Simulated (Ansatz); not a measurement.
Base system: ZnS in the zinc blende structure (space group F-43m, No. 216).

```yaml
crystal:
  lattice:
    - [0.00000, 2.67832, 2.67832]
    - [2.67832, 0.00000, 2.67832]
    - [2.67832, 2.67832, 0.00000]
  atoms:
    - { symbol: Zn, position: [0.00000, 0.00000, 0.00000] }
    - { symbol: S, position: [0.25000, 0.25000, 0.25000] }
```

Calculations: DFT with PBEsol, PAW potentials and a 420 eV plane-wave cutoff in Ansatz (a quantum-chemistry and plane-wave program), no spin-orbit coupling.

Strains are applied to the cell and any free atomic positions relax.

One change was made to it. Results:

| quantity | base | after |
|---|---|---|
| hole mass (degenerate bands, along [100]) | 0.18, 0.68, 0.68 mₑ (at Γ) | 0.20, 0.61, 0.61 mₑ (at Γ) |
| energy relative to the base (free energy F) | 0 meV/atom | +18 meV/atom |
| electron mass | 0.17 mₑ (at Γ) | 0.18 mₑ (at Γ) |

Name the change that was made.
(A) isotropic strain −3.00 %
(B) isotropic strain −2.50 %
(C) isotropic strain −2.00 %
(D) isotropic strain −0.50 %

C, isotropic strain −2.00 %. For comparison, the energy relative to the base in the other runs: isotropic strain −3.00 % gives +42 meV/atom; isotropic strain −2.50 % gives +29 meV/atom; isotropic strain −0.50 % gives +1.1 meV/atom.

The levels and masses belong to the bands next to the band gap. Masses are band curvatures over ±0.01 Å⁻¹ around the edge. Whether these cells are dynamically stable was not tested.
